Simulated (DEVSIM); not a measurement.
**abrupt Si p-n junction**

Device: abrupt Si p-n junction, at 500 K.

```csv
layer (left to right),material,thickness (μm),Nd (cm⁻³),Na (cm⁻³),τn (s),τp (s)
1,Si,23.0,-,1.9e15,5.9e-5,5.9e-5
2,Si,0.820,4.6e15,-,5.9e-5,5.9e-5
```

Left contact: ohmic. Right contact: ohmic. Voltage is applied to the left contact. Recombination: SRH at mid-gap. Mobility is constant in doping.

Constants are typed, rounded textbook-type inputs, not results; the design itself was drawn at random and stands for no fabricated device. Values at 300 K; Nc and Nv go as T^1.5, mobilities as T to minus their exponent, the gap by Varshni's rule with the affinity fixed.

```tsv
parameter	Si
gap (eV)	1.124
affinity (eV)	4.05
permittivity	11.7
Nc (cm⁻³)	2.86e19
Nv (cm⁻³)	3.1e19
μn (cm²/Vs)	1417
μp (cm²/Vs)	470
T exponent of μn	2.3
T exponent of μp	2.2
Varshni α (eV/K)	0.000473
Varshni β (K)	636
```

Model (solved in DEVSIM): 1D drift-diffusion, Boltzmann statistics, complete ionisation; no tunnelling, impact ionisation, image-force lowering or self-heating.

```
Property                                          Result
---------------------------------------------  ---------
Potential step across the device at zero bias    0.206 V
Largest field in the device at zero bias       7800 V/cm
Dark forward voltage at 1 A/cm²                  0.097 V
Dark forward voltage at 100 A/cm²                1.036 V
```

Dark forward current:

(V (V), J (A/cm²)): (0.05, 0.39); (0.10, 1.1); (0.15, 2.1); (0.20, 3.4); (0.30, 7.4); (0.35, 10); (0.40, 13); (0.45, 17); (0.50, 21); (0.55, 26); (0.60, 31); (0.70, 43); (0.75, 50); (0.80, 58); (0.85, 65); (0.90, 74); (0.95, 83); (1.05, 100); (1.10, 110); (1.15, 130); (1.20, 140); (1.25, 150); (1.30, 160); (1.35, 180); (1.45, 200); (1.50, 220); (1.55, 240); (1.60, 250)
